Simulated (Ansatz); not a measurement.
## fcc Al (1 1 1) on zinc-blende GaSb (1 1 1) (film strained to the substrate, started from cuts of the bulks and a machine-learned relaxation; slabs Ga12Sb12 and Al28, which can lie off the formulas)

A periodic stack without vacuum, fcc Al (1 1 1) on zinc-blende GaSb (1 1 1) (film strained to the substrate, started from cuts of the bulks and a machine-learned relaxation; slabs Ga12Sb12 and Al28, which can lie off the formulas): substrate slab Ga12Sb12, film Al28, surface cells [[-1, 2], [-1, -1]] and [[-2, 3], [-1, -2]], film strained by +0.6 and +0.6 %, outermost planes Sb/Ga and Al/Al as cut, which need not be the usual terminations and can put a slab off its formula.

The start was prepared with a machine-learned potential, and the result is one local minimum, with the in-plane cell held and forces under 0.04 eV/Å; the film can end far from its bulk form.

Calculation: PBE (plane waves to 420 eV, PAW; Ansatz, a first-principles code). Spin–orbit coupling is left out; the runs are not spin-polarised. Its k-point mesh 4×4×1, Fermi–Dirac width 0.05 eV.

The interface area is 50.1 Å² and the period is 24.44 Å. The heights between the nearest atoms of the two slabs at the two interfaces is 2.00 and 1.66 Å and the Al–Sb contacts across the interfaces within 1.22 times the sum of covalent radii is 10, mean 2.81 Å. The Al–Ga contacts across the interfaces within 1.22 times the sum of covalent radii is 9, mean 2.67 Å.

```xyz
52
Lattice="7.6086 -0.0007 -0.0612 -3.8046 6.5891 -0.0717 -3.0504 1.9901 24.4356" Properties=species:S:1:pos:R:3 pbc="T T T"
Ga    -1.1848     6.0970     3.6366
Ga     2.5903     3.9476     3.6265
Ga    -1.1699     1.7319     3.6893
Ga     0.1126     3.9808     7.2691
Ga     3.9283     1.8321     7.1994
Ga    -3.6382     6.1836     7.2429
Ga     1.4470     1.8588    10.8938
Ga     1.4369     6.2550    10.6261
Ga    -2.3669     4.0509    10.9836
Ga    -0.1186     6.5368    14.2385
Ga     2.0563     4.8590    14.2321
Ga    -1.3542     0.9714    14.3242
Sb    -1.3270     5.8020     0.9127
Sb     2.4899     4.2737     0.9075
Sb    -0.7755     1.8269     0.9823
Sb     0.0815     3.9263     4.5777
Sb     3.8876     1.7555     4.4784
Sb    -3.7073     6.1308     4.5423
Sb     1.4176     1.8153     8.1847
Sb     1.4120     6.2180     7.9757
Sb    -2.3996     4.0064     8.2391
Sb    -1.0228     6.2866    11.7148
Sb     2.6540     4.1180    11.7109
Sb    -1.0940     1.7989    11.7758
Al    -4.3439     6.0237    16.3392
Al    -2.3224     4.1640    16.3686
Al    -0.1511     2.2776    16.3123
Al     0.3073     5.0029    16.3277
Al     2.5638     3.2229    16.2666
Al     0.8718     8.0898    16.2371
Al    -1.7802     7.0267    16.2478
Al    -1.7626     2.6276    18.6730
Al    -3.4319     7.3635    18.6113
Al    -1.2462     5.5209    18.6211
Al     3.1393     1.6811    18.6542
Al     1.4874     6.4231    18.4831
Al    -3.9318     4.4817    18.6633
Al     0.9783     3.5767    18.5958
Al    -2.8637     5.8212    20.9010
Al    -0.6877     3.9819    20.8330
Al     1.4842     2.0277    20.8609
Al     2.0589     4.9042    20.7898
Al     4.2397     2.9869    20.9969
Al    -5.0567     7.6878    20.9536
Al    -0.1239     6.7883    20.9388
Al    -0.1746     2.5583    23.1369
Al    -1.9489     7.1867    23.1896
Al     0.4984     5.1816    23.1194
Al     0.8943     8.1237    23.6430
Al    -4.4895     6.0034    23.2805
Al    -2.1872     4.3929    23.2921
Al     2.4375     3.2791    23.1061
```
